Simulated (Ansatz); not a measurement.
Data:

```xyz
2
Lattice="0.0000 3.1079 3.1079 3.1079 0.0000 3.1079 3.1079 3.1079 0.0000" Properties=species:S:1:pos:R:3 pbc="T T T"
I      1.5539     1.5539     1.5539
Cu     0.0000     0.0000     0.0000
```

No spin polarisation.

Level of theory: DFT with PBE, PAW potentials and a 420 eV plane-wave cutoff in Ansatz (a quantum-chemistry and plane-wave program), no spin-orbit coupling. Γ-centred 9×9×9 mesh, Fermi–Dirac width 0.05 eV.

### Question
Predict the electron mass and band gap.

### Answer
```json
{
  "electron_mass": "0.15 mₑ (at Γ)",
  "band_gap": "0.94 eV"
}
```

With I present, leaving out spin-orbit coupling can change the band edges. The cells carry an imposed strain or load. Effective masses come from finite differences of ±0.01 Å⁻¹. Whether these cells are dynamically stable was not tested. All final runs are without spin polarisation. The cell was made from CuI in the zinc blende structure (space group F-43m, No. 216) by this change: isotropic strain +2.25 %.
